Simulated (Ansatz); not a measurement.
## Hf: response to strain

Consider Hf in the hcp (Mg type) structure (space group P6_3/mmc, No. 194; relaxed with 0.1 eV smearing).

```
Hf
1.0
    3.11736     0.00000     0.00000
   -1.55868     2.69972     0.00000
    0.00000     0.00000     4.95007
Hf
2
Direct
  0.66667   0.33333   0.75000
  0.33333   0.66667   0.25000
```

Cartesian axes are those of the cell as printed.

Strains are applied to the cell and any free atomic positions relax; under biaxial strain the out-of-plane vector relaxes too.

Level of theory: Ansatz (an electronic-structure program), LDA, PAW, cutoff 420 eV, scalar-relativistic without spin-orbit coupling.

Notes on the quantities. in-plane stress: mean in-plane stress (compression positive).

```tsv
variant	out-of-plane strain	in-plane stress	shortest interatomic distance
base	–	–	3.060 Å
biaxial strain −3.00 %, plane normal [001], relaxed out of plane	+2.51 %	+6.5 GPa	3.024 Å
biaxial strain −2.50 %, plane normal [001], relaxed out of plane	+2.05 %	+5.4 GPa	3.039 Å
biaxial strain −2.00 %, plane normal [001], relaxed out of plane	+1.61 %	+4.3 GPa	3.055 Å
biaxial strain −1.00 %, plane normal [001], relaxed out of plane	+0.78 %	+2.1 GPa	3.065 Å
biaxial strain +1.00 %, plane normal [001], relaxed out of plane	-0.74 %	-2.1 GPa	3.056 Å
biaxial strain +1.50 %, plane normal [001], relaxed out of plane	-1.09 %	-3.0 GPa	3.054 Å
biaxial strain +2.00 %, plane normal [001], relaxed out of plane	-1.45 %	-4.0 GPa	3.053 Å
biaxial strain +2.50 %, plane normal [001], relaxed out of plane	-1.81 %	-4.9 GPa	3.051 Å
biaxial strain +3.00 %, plane normal [001], relaxed out of plane	-2.16 %	-5.8 GPa	3.050 Å
```

Stability against distortions was not tested. All final runs are without spin polarisation.
